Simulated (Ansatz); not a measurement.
Cell and atoms of amorphous Ni24Si24:

```xyz
48
Lattice="8.4360 0.0000 0.0000 0.0000 8.4360 0.0000 0.0000 0.0000 8.4360" Properties=species:S:1:pos:R:3 pbc="T T T"
Ni     1.5166     0.9705     6.7064
Ni     4.8695     2.4786     6.4095
Ni     5.6293     3.2598     3.9625
Ni     4.7800     7.1191     7.5547
Ni     1.3513     6.1062     1.1126
Ni     7.4936     1.2165     7.3498
Ni     1.7983     2.0060     1.9277
Ni     0.6985     8.2024     2.5186
Ni     0.2106     2.7873     5.6117
Ni     6.3282     5.8407     3.2522
Ni     1.3778     5.0833     5.0269
Ni     3.0751     2.1099     8.2040
Ni     4.9040     0.8387     4.3805
Ni     3.2543     4.2278     2.1059
Ni     1.8795     7.6374     4.8919
Ni     3.3515     4.6606     6.7669
Ni     6.4872     7.6590     5.6720
Ni     7.8617     2.1737     3.0791
Ni     3.2453     8.4079     2.7830
Ni     5.0883     1.6040     1.7641
Ni     5.6741     5.5385     0.9314
Ni     7.8958     4.5179     0.2314
Ni     2.2523     7.0982     7.3491
Ni     5.5927     5.2708     5.5237
Si     6.8372     3.6480     6.7055
Si     4.7274     3.5613     0.0691
Si     0.1293     7.6208     6.5925
Si     3.4895     2.3324     3.4941
Si     8.1703     6.8644     4.2003
Si     3.6798     0.2565     6.2493
Si     0.8319     4.0529     2.1511
Si     2.3652     6.2444     3.1384
Si     5.1355     7.6392     1.7030
Si     1.3158     1.2902     4.1729
Si     5.3379     0.8556     8.0261
Si     1.1149     5.1188     7.2812
Si     7.6152     6.7344     1.6215
Si     4.6090     7.0578     4.2812
Si     2.5016     2.8546     5.7720
Si     3.7190     4.6950     4.4079
Si     6.8685     1.4490     5.1004
Si     6.7649     6.0462     7.3408
Si     2.1903     0.0398     0.7001
Si     3.4636     5.7291     0.3466
Si     0.6722     2.4965     8.3094
Si     7.7704     4.3766     4.2586
Si     6.4267     3.6028     1.8894
Si     7.3442     0.7784     1.2334
```

Method: PBE, scalar-relativistic without spin-orbit coupling (plane waves to 420 eV, PAW; Ansatz, a first-principles code).

The cell was made by melting and quenching with the CHGNet potential and then relaxed with DFT. The hot cell started wider than the set density and was brought back towards it in steps. It is the lowest in DFT energy of 2 quenches. It is a model cell: composition and starting density were chosen by hand, and all elements were melted together. No dispersion term was used. Its density started from a set value of 5.61 and ended at 5.76 g/cm³. The simulated quench (nominally 200 K/ps over its main leg) is rapid and tends to freeze in more defects than a deposited or slowly cooled glass has. One small periodic cell is one sample of the glass; other quenches scatter about these values. The volume was free in the relaxation, at fixed shape. Stress components on the final sampling reach 1.7 GPa. On a 2×2×2 Γ-centred mesh force components of up to 0.23 eV/Å stay, since the relaxation ran on one k-point at (1/4, 1/4, 1/4).

Neighbours within Ni-Ni 3.04 Å, Ni-Si 2.86 Å, Si-Si 2.68 Å count as bonded.

Task: Give the coordination numbers, mean bond lengths and angles.

Result: 
```json
{
  "Mean coordination of Ni": "10.17 (5 with 9, 10 with 10, 9 with 11)",
  "Mean coordination of Si": "7.33 (1 with 5, 5 with 6, 7 with 7, 7 with 8, 4 with 9)",
  "Mean Ni-Si bond": "2.395 Å (spread 0.129 Å, 136 counted)",
  "Mean Ni-Ni bond": "2.658 Å (spread 0.147 Å, 54 counted)",
  "Mean Si-Si bond": "2.544 Å (spread 0.058 Å, 20 counted)",
  "Bond angle at Ni": "mean 97.3°, spread 33.4°",
  "Bond angle at Si": "mean 99.5°, spread 32.3°"
}
```
